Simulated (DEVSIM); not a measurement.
System: Al0.4Ga0.6As/GaAs p-n heterojunction, at 350 K.

| layer (left to right) | material | thickness (μm) | Nd (cm⁻³) | Na (cm⁻³) | τn (s) | τp (s) |
|---|---|---|---|---|---|---|
| 1 | Al0.4Ga0.6As | 1.00 | - | 4.1e17 | 4e-10 | 4e-10 |
| 2 | GaAs | 0.160 | 2.2e16 | - | 4e-10 | 4e-10 |

Left contact: ohmic. Right contact: ohmic. Voltage is applied to the left contact. Recombination: SRH at mid-gap. Mobility is μmin + (μ − μmin)/(1 + (N/Nref)^α).

Constants are typed, rounded textbook-type inputs, not results; the design itself was drawn at random and stands for no fabricated device. Values at 300 K; Nc and Nv go as T^1.5, mobilities as T to minus their exponent, the gap by Varshni's rule with the affinity fixed.

```csv
parameter,Al0.4Ga0.6As,GaAs
gap (eV),1.9228,1.424
affinity (eV),3.754,4.07
permittivity,11.76,12.9
Nc (cm⁻³),7.93e17,4.7e17
Nv (cm⁻³),9e18,9e18
μn (cm²/Vs),3220,8500
μp (cm²/Vs),158,400
"μn,min",500,500
"μp,min",20,20
"Nref,n",6e16,6e16
"Nref,p",1.5e17,1.5e17
αn,0.39,0.39
αp,0.38,0.38
T exponent of μn,2.1,2.1
T exponent of μp,2.2,2.2
Varshni α (eV/K),0.000541,0.000541
Varshni β (K),204,204
```

DEVSIM, 1D drift-diffusion, Boltzmann statistics, complete ionisation; no tunnelling, impact ionisation, image-force lowering or self-heating. Band offsets follow the typed affinities; no thermionic-emission limit at abrupt steps, no polarisation charge.

The doping Nd of layer 2 was swept, all else fixed.

```json
[
 {"doping Nd of layer 2 (cm^-3)": "6.6e14", "dark forward voltage at 1 A/cm² (V)": "0.709", "potential step across the device at zero bias (V)": "1.279", "largest field in the device at zero bias (V/cm)": "120000", "dark forward voltage at 100 A/cm² (V)": "0.878"},
 {"doping Nd of layer 2 (cm^-3)": "2.2e15", "dark forward voltage at 1 A/cm² (V)": "0.748", "potential step across the device at zero bias (V)": "1.315", "largest field in the device at zero bias (V/cm)": "130000", "dark forward voltage at 100 A/cm² (V)": "0.918"},
 {"doping Nd of layer 2 (cm^-3)": "6.6e15", "dark forward voltage at 1 A/cm² (V)": "0.788", "potential step across the device at zero bias (V)": "1.348", "largest field in the device at zero bias (V/cm)": "130000", "dark forward voltage at 100 A/cm² (V)": "0.960"},
 {"doping Nd of layer 2 (cm^-3)": "2.2e16", "dark forward voltage at 1 A/cm² (V)": "0.844", "potential step across the device at zero bias (V)": "1.384", "largest field in the device at zero bias (V/cm)": "130000", "dark forward voltage at 100 A/cm² (V)": "1.015"},
 {"doping Nd of layer 2 (cm^-3)": "6.6e16", "dark forward voltage at 1 A/cm² (V)": "0.902", "potential step across the device at zero bias (V)": "1.417", "largest field in the device at zero bias (V/cm)": "160000", "dark forward voltage at 100 A/cm² (V)": "1.063"},
 {"doping Nd of layer 2 (cm^-3)": "2.2e17", "dark forward voltage at 1 A/cm² (V)": "0.953", "potential step across the device at zero bias (V)": "1.454", "largest field in the device at zero bias (V/cm)": "250000", "dark forward voltage at 100 A/cm² (V)": "1.111"}
]
```

From the first row to the last the dark forward voltage at 1 A/cm² goes from 0.709 to 0.953. From the first row to the last the potential step across the device at zero bias goes from 1.279 to 1.454.
